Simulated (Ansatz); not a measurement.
Pressure series in hypothetical simple cubic Cr

Take Cr in the simple cubic structure (space group Pm-3m, No. 221; a = 2.309 Å; non-magnetic; a hypothetical phase, not in the database extracts checked) as the base.

Cell and atoms are relaxed at each pressure.

Method: PBEsol, PAW, 420 eV (Ansatz, a quantum-chemistry and plane-wave program; no spin-orbit coupling).

```tsv
P (GPa)	V (Å³/atom)
-1.99	12.424
-0.99	12.363
0.30	12.286
0.70	12.263
1.50	12.217
3.00	12.133
5.00	12.026
7.51	11.898
10.01	11.777
```

Question: Fit a third-order Birch–Murnaghan equation of state.

Answer: Least squares on P(V) = (3B₀/2)[(V₀/V)^(7/3) − (V₀/V)^(5/3)]·[1 + (3/4)(B₀′ − 4)((V₀/V)^(2/3) − 1)] gives V₀ = 12.30 Å³/atom, B₀ = 209 GPa and B₀′ = 4.1.

Load acts through the strain it causes; cell and atoms are relaxed under it. Whether these cells are dynamically stable was not tested. Competing high-pressure phases were not computed. Seeded moments were not kept for the base. All final runs are without spin polarisation. Cr has a high density of states at the Fermi level and may be magnetic at this level.
